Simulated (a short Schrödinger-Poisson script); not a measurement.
**Symmetric double-gate stack, SiO2 on p-type Si(100)**

System: symmetric double-gate stack, SiO2 on p-type Si(100), at 300 K.

| layer | material | thickness (nm) | Na (cm⁻³) |
|---|---|---|---|
| 1 | SiO2 | 3.9 | - |
| 2 | Si | 7 | 8e17 |
| 3 | SiO2 | 3.9 | - |

Constants are typed, rounded textbook-type inputs, not results; the design itself was drawn at random and stands for no fabricated device. SiO2: permittivity 3.9, conduction-band edge (eV) 3.15, gap (eV) 9, electron mass (mₑ) 0.5. Si: permittivity 11.7, conduction-band edge (eV) 0, gap (eV) 1.124, Nv at 300 K (cm⁻³) 3.1e19.

Channel valleys (confinement mass, in-plane density-of-states mass, number): Δ2 0.916, 0.19, 2; Δ4 0.19, 0.417, 4. At the gates, both at one voltage, the conduction-band edge of layer 1 lies 3.46 eV − eVg above the Fermi level of the channel. Gaps are held at their typed values at every temperature. Mesh 0.03 nm at interfaces.

Solved with a short Schrödinger-Poisson script written for these runs: 1D Poisson equation in equilibrium, electrons quantum, Hartree (BenDaniel-Duke, 12 states a valley, the channel's in-plane mass for all, wave functions ending at the dielectric), parabolic valleys, classical holes, full ionisation, no traps, pinning or gate leakage.

| Vg (V) | electrons (cm⁻²) | C (μF/cm²) | Δ2 E0 (meV) | Δ2 E1 (meV) | Δ4 E0 (meV) | Δ4 E1 (meV) |
|---|---|---|---|---|---|---|
| 0 | 5.56e6 | < 0.003 | 375.6 | 399.6 | 407.6 | 527.6 |
| 0.15 | 1.83e9 | 0.0115 | 225.8 | 249.8 | 257.8 | 377.8 |
| 0.3 | 2.34e11 | 0.746 | 100.3 | 123.6 | 132.4 | 251.6 |
| 0.45 | 1.25e12 | 1.28 | 56.8 | 77.2 | 89.2 | 205.5 |
| 0.6 | 2.51e12 | 1.40 | 38.4 | 55.5 | 71.4 | 184.3 |
| 0.75 | 3.86e12 | 1.46 | 26.7 | 41.0 | 60.8 | 170.5 |
| 0.9 | 5.24e12 | 1.49 | 17.9 | 29.7 | 53.4 | 160.2 |
| 1.05 | 6.65e12 | 1.52 | 10.6 | 20.4 | 47.9 | 152.0 |
| 1.2 | 8.07e12 | 1.53 | 4.3 | 12.3 | 43.5 | 145.2 |
| 1.35 | 9.52e12 | 1.55 | -1.5 | 5.2 | 39.9 | 139.4 |
| 1.5 | 1.10e13 | 1.56 | -6.9 | -1.3 | 36.9 | 134.4 |
| 1.65 | 1.24e13 | 1.57 | -11.9 | -7.3 | 34.3 | 129.9 |
| 1.8 | 1.39e13 | 1.58 | -16.8 | -12.9 | 32.0 | 125.9 |
| 1.95 | 1.54e13 | 1.58 | -21.4 | -18.2 | 29.9 | 122.2 |
| 2.1 | 1.69e13 | 1.59 | -26.0 | -23.2 | 28.0 | 118.8 |
| 2.25 | 1.84e13 | 1.59 | -30.3 | -28.0 | 26.3 | 115.6 |
| 2.4 | 1.99e13 | 1.60 | -34.6 | -32.6 | 24.7 | 112.6 |
| 2.55 | 2.14e13 | 1.60 | -38.8 | -37.1 | 23.2 | 109.8 |

Gate voltages with under 1e6 electrons/cm² are left out.

Subbands count from the Fermi level. The capacitance is that of both gates.
